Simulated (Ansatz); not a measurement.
SnBi2Te4 (space group R-3m, No. 166; a cell from a computed database, its experimental status unchecked)

```yaml
crystal:
  lattice:
    - [2.20347, 1.27217, 13.74425]
    - [-2.20347, 1.27217, 13.74425]
    - [0.00000, -2.54434, 13.74425]
  atoms:
    - { symbol: Sn, position: [0.00000, 0.00000, 0.00000] }
    - { symbol: Bi, position: [0.57272, 0.57272, 0.57272] }
    - { symbol: Bi, position: [0.42728, 0.42728, 0.42728] }
    - { symbol: Te, position: [0.86444, 0.86444, 0.86444] }
    - { symbol: Te, position: [0.13556, 0.13556, 0.13556] }
    - { symbol: Te, position: [0.71132, 0.71132, 0.71132] }
    - { symbol: Te, position: [0.28868, 0.28868, 0.28868] }
```

The values are results of PBE-D3(BJ), PAW, 420 eV (Ansatz, an electronic-structure program; spin-orbit coupling left out), not measurements. Γ-centred 9×9×9 mesh, Fermi–Dirac width 0.05 eV.

| Quantity | Value |
|---|---|
| Volume per atom | 33.02 Å³ |
| Density | 7.52 g/cm³ |
| Band gap | 0.32 eV, direct at T |
| Electron mass | 0.16 mₑ along k, 0.093 mₑ across |
| Hole mass | 0.17 mₑ along k, 0.048 mₑ across |
| Total energy | -8391.697 eV/atom (σ→0; compares only within this code and set-up) |

Spin-orbit coupling, missing from the scalar runs, can matter with Bi and Te. Effective masses come from finite differences of ±0.01 Å⁻¹. Along k means along the line from Γ to the band edge. Whether these cells are dynamically stable was not tested. The program warned that a D3 coordination switch lies within reach, so dispersion energies are less smooth here.
